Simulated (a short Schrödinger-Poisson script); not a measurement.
Stack: MOS inversion layer, SiO2 on p-type Si(110), at 300 K.

From the gate side: 3 nm SiO2; 700 nm Si, acceptors 3.8e17 cm⁻³.

The device is made up for the run: typed textbook-type constants, with dimensions and the other settings drawn at random. SiO2: permittivity 3.9, conduction-band edge (eV) 3.15, gap (eV) 9, electron mass (mₑ) 0.5. Si: permittivity 11.7, conduction-band edge (eV) 0, gap (eV) 1.124, Nv at 300 K (cm⁻³) 3.1e19.

Channel valleys (confinement mass, in-plane density-of-states mass, number): Δ4 0.315, 0.324, 4; Δ2 0.19, 0.417, 2. At the gate the conduction-band edge of layer 1 lies 3.71 eV − eVg above the Fermi level of the channel; the field vanishes at the back. Gaps are held at their typed values at every temperature. Mesh 0.03 nm at interfaces.

From a short Schrödinger-Poisson script (our own, NumPy): 1D Poisson equation in equilibrium, electrons quantum, Hartree (BenDaniel-Duke, 12 states a valley, the channel's in-plane mass for all, wave functions ending at the dielectric), parabolic valleys, classical holes, full ionisation, no traps, pinning or gate leakage.

| Vg (V) | electrons (cm⁻²) | C (μF/cm²) | Δ4 E0 (meV from the Fermi level) | Δ2 E0 (meV from the Fermi level) |
|---|---|---|---|---|
| 0.8 | 2.00e10 | 0.236 | 176.8 | 197.8 |
| 0.9 | 1.93e11 | 0.560 | 117.7 | 139.7 |
| 1 | 5.87e11 | 0.763 | 88.4 | 111.5 |
| 1.1 | 1.08e12 | 0.844 | 72.1 | 96.4 |
| 1.2 | 1.61e12 | 0.885 | 61.0 | 86.6 |
| 1.3 | 2.17e12 | 0.910 | 52.7 | 79.5 |
| 1.4 | 2.74e12 | 0.927 | 46.0 | 74.0 |
| 1.5 | 3.32e12 | 0.940 | 40.4 | 69.5 |
| 1.6 | 3.91e12 | 0.950 | 35.5 | 65.8 |
| 1.7 | 4.50e12 | 0.959 | 31.2 | 62.6 |
| 1.8 | 5.10e12 | 0.966 | 27.3 | 59.8 |
| 1.9 | 5.71e12 | 0.972 | 23.8 | 57.3 |
| 2 | 6.32e12 | 0.977 | 20.5 | 55.1 |
| 2.1 | 6.93e12 | 0.982 | 17.5 | 53.2 |
| 2.2 | 7.54e12 | 0.986 | 14.6 | 51.3 |
| 2.3 | 8.16e12 | 0.990 | 11.9 | 49.7 |

Gate voltages with under 1e9 electrons/cm² are left out.

Task: At Vg = 2.3 V the lowest Δ4 subband lies at 11.9 meV from the Fermi level. How many electrons does it hold, and what share of all?

Result: The two-dimensional density of states is g m/(πħ²) = 5.41e11 cm⁻² meV⁻¹ (both spins), kT = 25.9 meV, so n = D kT ln(1 + exp(−E/kT)) = 6.84e12 cm⁻², 0.84 of the 8.16e12 cm⁻² in all.

Task: Compare the slope of the sheet density between 2.1 and 2.3 V with the geometric capacitance of the layers between gate and channel.

Result: q Δn/ΔV = 0.985 μF/cm²; ε0/Σ(t/ε) = 1.15 μF/cm². The ratio is 0.86: the channel acts as a further capacitance in series.
